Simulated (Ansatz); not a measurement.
A periodic model of amorphous Li₂₉P₁₀O₃₅N₃:

```xyz
77
Lattice="9.4058 0.0000 0.0000 0.0000 9.4058 0.0000 0.0000 0.0000 9.4058" Properties=species:S:1:pos:R:3 pbc="T T T"
Li     3.4510     2.4437     3.8346
Li     3.1586     5.4069     3.0550
Li     8.9887     5.9559     0.0365
Li     4.5313     5.3412     6.1231
Li     8.2509     5.3551     4.4052
Li     2.1903     7.2567     4.5263
Li     2.1124     6.5399     0.8772
Li     7.4939     2.7733     5.1522
Li     5.9818     7.0759     4.2185
Li     9.0600     1.3310     6.9880
Li     5.5986     2.9194     6.9997
Li     5.7445     2.4476     1.5567
Li     2.4475     1.6211     7.5406
Li     3.6704     4.1447     0.8009
Li     6.8395     0.5676     6.4350
Li     2.4019     8.9971     2.8621
Li     7.4323     8.2041     0.2511
Li     4.3779     7.3221     1.6975
Li     8.1764     3.8742     7.3319
Li     7.8137     4.0569     2.0713
Li     1.2649     0.0814     6.0464
Li     1.1028     2.3681     0.5716
Li     0.5851     7.1772     2.4389
Li     4.0653     6.8341     8.3700
Li     8.4482     0.5672     2.5183
Li     3.4627     0.5665     0.9903
Li     7.2805     1.5353     8.8234
Li     1.1399     7.5990     7.6609
Li     6.6655     7.1668     7.1191
P      0.8965     4.1698     2.5654
P      1.7829     4.5878     7.9896
P      5.3202     4.1347     3.9150
P      1.1127     3.5467     5.3673
P      6.1227     5.1991     9.1435
P      4.2132     8.9020     5.9502
P      5.0283     0.1276     8.5298
P      8.7737     8.0711     5.0316
P      5.4633     0.1906     3.2484
P      0.5962     9.2618     0.1334
O      2.3808     5.9717     8.3166
O      9.0317     8.3363     3.5250
O      0.6539     7.4796     5.6993
O      5.7485     8.2044     2.6799
O      4.5839     3.6089     2.6417
O      7.5940     7.0490     5.2564
O      0.2847     4.5487     8.3196
O      2.5728     7.1544     2.6392
O      9.2861     5.3553     2.7158
O      5.1732     1.3933     0.0124
O      5.4318     9.3582     4.9044
O      0.4961     7.6534     0.3616
O      7.1908     6.3471     9.0596
O      8.5518     0.3726     0.5732
O      6.7262     3.9660     0.4635
O      1.3495     2.1267     5.8964
O      2.9154     8.9534     5.1569
O      1.9877     4.5364     6.3608
O      4.0715     0.7369     2.8514
O      6.5840     1.1968     2.9930
O      9.0492     3.9762     5.4885
O      6.4326     8.9629     8.1597
O      6.8583     4.1298     3.7422
O      4.8391     5.7124     0.4626
O      4.8112     5.5841     4.2023
O      8.4671     0.0203     5.7047
O      4.9088     3.2583     5.1335
O      1.9812     4.5781     1.5376
O      7.3609     2.2418     7.0461
O      4.6139     7.4697     6.4071
O      0.0655     2.9630     2.0647
O      5.7308     4.8788     7.6528
O      1.5815     0.4562     1.2424
O      2.5445     3.3729     8.5600
O      4.1911     8.4939     9.3300
N      1.0249     0.2432     8.0707
N      4.2794     0.5955     7.1343
N      1.7727     3.8380     3.9266
```

Level of theory: PBE, scalar-relativistic without spin-orbit coupling (plane waves to 420 eV, PAW; Ansatz, a quantum-chemistry and plane-wave program).

The cell was made by melting and quenching with the CHGNet potential and then relaxed with DFT. O and N atoms were pushed apart under 1.9 Å during the dynamics, to hinder bonds among them. The hot cell started wider than the set density and was brought back towards it in steps. It is the lowest in DFT energy of 2 quenches. It is a model cell: composition and starting density were chosen by hand, and all elements were melted together. No dispersion term was used. Its density started from a set value of 2.22 and ended at 2.22 g/cm³. The quench (nominally 120 K/ps over its main leg) was far faster than any real one, so the model tends to hold more defects than a real film. Values belong to this one cell and scatter from quench to quench. The volume was held where the preparation left it, at a PBE pressure of -0.4 GPa (tension). Stress components on the final sampling reach 1.3 GPa.

Neighbours within Li-Li 2.86 Å, Li-P 2.61 Å, Li-O 2.40 Å, Li-N 2.39 Å, P-P 2.50 Å, P-O 1.86 Å, P-N 2.14 Å, O-O 1.58 Å, O-N 1.64 Å, N-N 1.70 Å count as bonded. Two cations that share two anions don't count as bonded, nor two that share one unless they lie closer than Li-Li 2.78 Å, Li-P 2.54 Å, P-P 2.29 Å.

Problem. Give the coordination numbers, mean bond lengths and angles.

Solution. 
| Item | Result |
|---|---|
| Mean coordination of Li by anions | 3.76 (9 with 3, 18 with 4, 2 with 5); 32 close contacts or bonds to cations besides |
| Mean coordination of P by anions | 4.00 (10 with 4) |
| Mean coordination of O | 3.91 (1 with 2, 8 with 3, 21 with 4, 3 with 5, 2 with 6) |
| Mean coordination of N | 4.00 (1 with 3, 1 with 4, 1 with 5) |
| Mean Li-O bond | 2.024 Å (spread 0.111 Å, 102 counted) |
| Mean P-O bond | 1.569 Å (spread 0.039 Å, 35 counted) |
| Mean Li-Li close contact | 2.666 Å (spread 0.073 Å, 16 counted) |
| Mean Li-N bond | 2.119 Å (spread 0.077 Å, 7 counted) |
| Bond angle at Li | mean 101.1°, spread 30.3° |
| Bond angle at P | mean 109.4°, spread 3.6° |
| Bond angle at O | mean 107.5°, spread 23.5° |
| Bond angle at N | mean 106.8°, spread 23.7° |

Problem. What Bader charges do the atoms carry, from a run on the zone centre alone?

Solution. Means (range): Li +0.89 e (+0.87 to +0.91), P +3.67 e (+3.55 to +3.72), O -1.60 e (-1.69 to -1.57), N -2.18 e (-2.20 to -2.16).
| atom | charge (e) |
|---|---|
| Li1 | +0.90 |
| Li2 | +0.88 |
| Li3 | +0.90 |
| Li4 | +0.91 |
| Li5 | +0.89 |
| Li6 | +0.89 |
| Li7 | +0.88 |
| Li8 | +0.90 |
| Li9 | +0.90 |
| Li10 | +0.87 |
| Li11 | +0.90 |
| Li12 | +0.90 |
| Li13 | +0.89 |
| Li14 | +0.90 |
| Li15 | +0.88 |
| Li16 | +0.89 |
| Li17 | +0.90 |
| Li18 | +0.89 |
| Li19 | +0.89 |
| Li20 | +0.89 |
| Li21 | +0.89 |
| Li22 | +0.90 |
| Li23 | +0.88 |
| Li24 | +0.89 |
| Li25 | +0.91 |
| Li26 | +0.89 |
| Li27 | +0.89 |
| Li28 | +0.89 |
| Li29 | +0.91 |
| P30 | +3.66 |
| P31 | +3.71 |
| P32 | +3.72 |
| P33 | +3.66 |
| P34 | +3.70 |
| P35 | +3.63 |
| P36 | +3.65 |
| P37 | +3.72 |
| P38 | +3.70 |
| P39 | +3.55 |
| O40 | -1.59 |
| O41 | -1.60 |
| O42 | -1.60 |
| O43 | -1.58 |
| O44 | -1.60 |
| O45 | -1.61 |
| O46 | -1.59 |
| O47 | -1.68 |
| O48 | -1.60 |
| O49 | -1.60 |
| O50 | -1.58 |
| O51 | -1.62 |
| O52 | -1.61 |
| O53 | -1.61 |
| O54 | -1.59 |
| O55 | -1.59 |
| O56 | -1.58 |
| O57 | -1.57 |
| O58 | -1.59 |
| O59 | -1.57 |
| O60 | -1.59 |
| O61 | -1.61 |
| O62 | -1.60 |
| O63 | -1.60 |
| O64 | -1.61 |
| O65 | -1.61 |
| O66 | -1.60 |
| O67 | -1.61 |
| O68 | -1.69 |
| O69 | -1.59 |
| O70 | -1.59 |
| O71 | -1.61 |
| O72 | -1.61 |
| O73 | -1.58 |
| O74 | -1.60 |
| N75 | -2.20 |
| N76 | -2.16 |
| N77 | -2.17 |
